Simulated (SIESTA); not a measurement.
**A self-consistent single point of Zr (Im-3m, 1 atom in the cell) with SIESTA**

Level of theory: LDA PW92, numerical atomic orbitals DZP, PseudoDojo LDA standard norm-conserving potentials (rewritten from UPF to PSML) (SIESTA).

Input as run:

```
# files in the folder: Zr.psml (PseudoDojo LDA standard)
SystemName  Zr
SystemLabel Zr

NumberOfAtoms                1
NumberOfSpecies              1
%block ChemicalSpeciesLabel
  1 40 Zr
%endblock ChemicalSpeciesLabel
LatticeConstant              1.0 Ang
%block LatticeVectors
    -1.799799000    1.799799000    1.799799000
     1.799799000   -1.799799000    1.799799000
     1.799799000    1.799799000   -1.799799000
%endblock LatticeVectors
AtomicCoordinatesFormat      Ang
%block AtomicCoordinatesAndAtomicSpecies
     0.000000000    0.000000000    0.000000000  1
%endblock AtomicCoordinatesAndAtomicSpecies

XC.functional                LDA
XC.authors                   PW92
PAO.BasisSize                DZP
PAO.EnergyShift              0.01 Ry
MeshCutoff                   400 Ry
%block kgrid.MonkhorstPack
    9   0   0  0.0
    0   9   0  0.0
    0   0   9  0.0
%endblock kgrid.MonkhorstPack
OccupationFunction           FD
ElectronicTemperature        0.1 eV

MaxSCFIterations             150
SCF.Mixer.Method             Pulay
SCF.Mixer.Weight             0.1
SCF.Mixer.History            8
SCF.DM.Tolerance             1.0E-04
Diag.ParallelOverK           true
WriteForces                  true
```

Output (repeated stretches shortened):

```
reinit: Reading from file input.fdf

reinit: System Name: Zr
reinit: System Label: Zr

coor:   Atomic-coordinates input format  =     Cartesian coordinates
coor:                                          (in Angstroms)

siesta: Atomic coordinates (Bohr) and species
siesta:      0.00000   0.00000   0.00000  1        1

siesta: System type = bulk

initatomlists: Number of atoms, orbitals, and projectors:      1    19    18

siesta: ******************** Simulation parameters ****************************
redata: Spin configuration                          = none
redata: Time-Reversal Symmetry                      = T
redata: Number of Atomic Species                    =        1
redata: Mesh Cutoff                                 =   400.0000 Ry
redata: Net charge of the system                    =     0.0000 |e|
redata: Min. number of SCF Iter                     =        0
redata: Max. number of SCF Iter                     =      150
redata: SCF convergence failure will abort job
redata: SCF mix quantity                            = Hamiltonian
redata: Mix DM or H after convergence               =   F
redata: Recompute H after scf cycle                 =   F
redata: Mix DM in first SCF step                    =   T
redata: No kicks to SCF
redata: DM Mixing Weight for Kicks                  =     0.5000
redata: Require Harris convergence for SCF          =   F
redata: Harris energy tolerance for SCF             =     0.000100 eV
redata: Require DM convergence for SCF              =   T
redata: DM tolerance for SCF                        =     0.000100
redata: Require EDM convergence for SCF             =   F
redata: EDM tolerance for SCF                       =     0.001000 eV
redata: Require H convergence for SCF               =   T
redata: Hamiltonian tolerance for SCF               =     0.001000 eV
redata: Require (free) Energy convergence for SCF   =   F
redata: (free) Energy tolerance for SCF             =     0.000100 eV
redata: Using DFT-D3 dispersion                     =   F
redata: Using Saved Data (generic)                  =   F
redata: Method of Calculation                       = Diagonalization
redata: Electronic Temperature                      =  1160.4518 K
redata: Number of TDED substeps                     =        3
redata: Dynamics option                             = Single-point calculation
redata: Save all siesta data in one NC              =   F
redata: ***********************************************************************

%block SCF.Mixers
  Pulay
%endblock SCF.Mixers

%block SCF.Mixer.Pulay
  # Mixing method
  method pulay
  variant stable

  # Mixing options
  weight 0.1000
  weight.linear 0.1000
  history 8
%endblock SCF.Mixer.Pulay

DM_history_depth set to one: no extrapolation allowed by default for geometry relaxation
Size of DM history Fstack: 1
Total number of electrons:    12.000000
Total ionic charge:    12.000000

* ProcessorY, Blocksize:    1  20

* Orbital distribution balance (max,min):    19    19

 Kpoints in:          405 . Kpoints trimmed:          365

siesta: k-grid: Number of k-points = 365
siesta: k-points from Monkhorst-Pack grid
siesta: k-cutoff (effective) =    14.028 Ang
siesta: k-point supercell and displacements
siesta: k-grid:     9     0     0      0.000
siesta: k-grid:     0     9     0      0.000
siesta: k-grid:     0     0     9      0.000

diag: Algorithm                                     = D&C
diag: Parallel over k                               =   F
diag: Use parallel 2D distribution                  =   F
diag: Parallel block-size                           = 20
diag: Parallel distribution                         =     1 x     1
diag: Used triangular part                          = Lower
diag: Absolute tolerance                            =  0.100E-15
diag: Orthogonalization factor                      =  0.100E-05
diag: Memory factor                                 =  1.0000

superc: Internal auxiliary supercell:     7 x     7 x     7  =     343
superc: Number of atoms, orbitals, and projectors:    343   6517   6174

                        Single-point calculation

superc: Internal auxiliary supercell:     7 x     7 x     7  =     343
superc: Number of atoms, orbitals, and projectors:    343   6517   6174

outcell: Unit cell vectors (Ang):
       -1.799799    1.799799    1.799799
        1.799799   -1.799799    1.799799
        1.799799    1.799799   -1.799799

outcell: Cell vector modules (Ang)   :    3.117343    3.117343    3.117343
outcell: Cell angles (23,13,12) (deg):    109.4712    109.4712    109.4712
outcell: Cell volume (Ang**3)        :     23.3202
new_DM -- step:     1
Initializing Density Matrix...

Attempting to read DM from file... Failed...
DM filled with atomic data:

InitMesh: MESH = 32 x 32 x 32 = 32768
InitMesh: Mesh cutoff (required, used) =   400.000   436.842 Ry

stepf: Fermi-Dirac step function

        iscf     Eharris(eV)        E_KS(eV)     FreeEng(eV)     dDmax    Ef(eV) dHmax(eV)
   scf:    1    -1372.923260    -1378.118235    -1378.184028  1.681169 -5.023531  3.163893
   scf:    2    -1378.278521    -1378.199754    -1378.265271  0.029056 -5.095502  2.653485
   scf:    3    -1378.514192    -1378.395139    -1378.458239  0.142775 -5.488921  0.016233
   scf:    4    -1378.395048    -1378.395100    -1378.458265  0.001475 -5.483982  0.019673
   scf:    5    -1378.394913    -1378.395008    -1378.458292  0.002802 -5.485514  0.003138
mix: Pulay -- inversion failed, > SVD [rank/size] 3 / 4
   scf:    6    -1378.395009    -1378.395008    -1378.458292  0.000014 -5.485618  0.002741
mix: Pulay -- inversion failed, > SVD [rank/size] 3 / 5
   scf:    7    -1378.395009    -1378.395008    -1378.458292  0.000011 -5.485700  0.002462
mix: Pulay -- inversion failed, > SVD [rank/size] 3 / 6
   scf:    8    -1378.395009    -1378.395009    -1378.458292  0.000011 -5.485777  0.002201
mix: Pulay -- inversion failed, > SVD [rank/size] 3 / 7
   scf:    9    -1378.395009    -1378.395009    -1378.458292  0.000010 -5.485848  0.001959
mix: Pulay -- inversion failed, > SVD [rank/size] 2 / 7
   scf:   10    -1378.395013    -1378.395011    -1378.458292  0.000110 -5.486197  0.000258
mix: Pulay -- inversion failed, > SVD [rank/size] 3 / 7
   scf:   11    -1378.395010    -1378.395010    -1378.458292  0.000057 -5.486424  0.000001

SCF Convergence by DM+H criterion
max |DM_out - DM_in|         :     0.0000566868
max |H_out - H_in|      (eV) :     0.0000009967
SCF cycle converged after 11 iterations

Using DM_out to compute the final energy and forces

siesta: E_KS(eV) =            -1378.3950

siesta: E_KS - E_eggbox =     -1378.3950

siesta: Atomic forces (eV/Ang):
     1   -0.000000   -0.000000    0.000000
   Tot   -0.000000   -0.000000    0.000000
   Max    0.000000
   Res    0.000000    sqrt( Sum f_i^2 / 3N )
   Max    0.000000    constrained

Stress tensor Voigt[x,y,z,yz,xz,xy] (kbar):      101.48      101.48      101.48        0.00        0.00        0.00
(Free)E + p*V (eV/cell)    -1379.9354
Target enthalpy (eV/cell)    -1378.4583

siesta: Program's energy decomposition (eV):
siesta: Ebs     =      -326.236618
siesta: Eions   =      2120.758278
siesta: Ena     =       460.911757
siesta: Ekin    =       392.745650
siesta: Enl     =       140.720731
siesta: Eso     =         0.000000
siesta: Edftu   =         0.000000
siesta: DEna    =        18.751886
siesta: DUscf   =         0.330182
siesta: DUext   =         0.000000
siesta: Ex      =      -244.056310
siesta: Ec      =       -27.040628
siesta: Exc     =      -271.096938
siesta: Eharris =     -1378.395010
siesta: Etot    =     -1378.395010
siesta: FreeEng =     -1378.458292

siesta: Stress tensor (static) (eV/Ang**3):
siesta:     0.063340    0.000000    0.000000
siesta:     0.000000    0.063340    0.000000
siesta:     0.000000    0.000000    0.063340

siesta: Cell volume =         23.320186 Ang**3

siesta: Pressure (static):
siesta:                Solid            Molecule  Units
siesta:          -0.00068986         -0.00068986  Ry/Bohr**3
siesta:          -0.06334032         -0.06334032  eV/Ang**3
siesta:        -101.48238117       -101.48238117  kBar
```

The run converged in 11 iterations.

The starting cell comes from a database of computed structures (which also holds hypothetical and non-ambient phases and stackings), without a prior relaxation at this level. Its lattice was rescaled by up to half a per cent. Values carry the incompleteness of an atom-centred basis. With a pressure of about -10 GPa the cell is away from its equilibrium volume at this level.
